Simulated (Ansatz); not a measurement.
Tunnelling through a barrier is set by its complex band structure: the current falls as exp(−2κd) with the smallest κ.

```
ZnS
1.0
    3.80748     0.00000     0.00000
   -1.90374     3.29737     0.00000
    0.00000     0.00000    43.59573
Zn S
14 14
Cartesian
  1.90374   1.09913   3.11709
  0.00000   2.19825  24.91496
  0.00000   0.00000  28.02769
  0.00000   0.00000   6.22983
  0.00000   2.19825  34.25317
  1.90374   1.09913  12.45530
  0.00000   0.00000  15.57239
  0.00000   0.00000  37.37026
  1.90374   1.09913  40.48299
  0.00000   2.19825  18.68513
  0.00000   2.19825   9.34256
  1.90374   1.09913  31.14043
  0.00000   2.19825   0.00000
  1.90374   1.09913  21.79787
  0.00000   2.19825  21.01314
  1.90374   1.09913  42.81101
  0.00000   2.19825   2.33673
  1.90374   1.09913  24.13460
  1.90374   1.09913  14.79203
  0.00000   2.19825  36.58990
  0.00000   0.00000  17.90477
  0.00000   0.00000  39.70263
  1.90374   1.09913  33.47280
  0.00000   2.19825  11.67494
  0.00000   0.00000   8.56220
  0.00000   0.00000  30.36007
  1.90374   1.09913   5.44947
  0.00000   2.19825  27.24733
```

The cell is taken as given.

Transport runs along the normal of the first two printed cell vectors, the (001) plane of the conventional cell.

The gap is the functional's own. No spin-orbit coupling. Mid-gap values are those at the computed energy nearest the middle.

### Question
State the band gap and the smallest decay constant κ at mid-gap according to Ansatz (an electronic-structure program) with r2SCAN.

### Answer
Gap 2.72 eV on a 12×12×1 mesh; κ = 0.173 1/Å, at the zone centre.
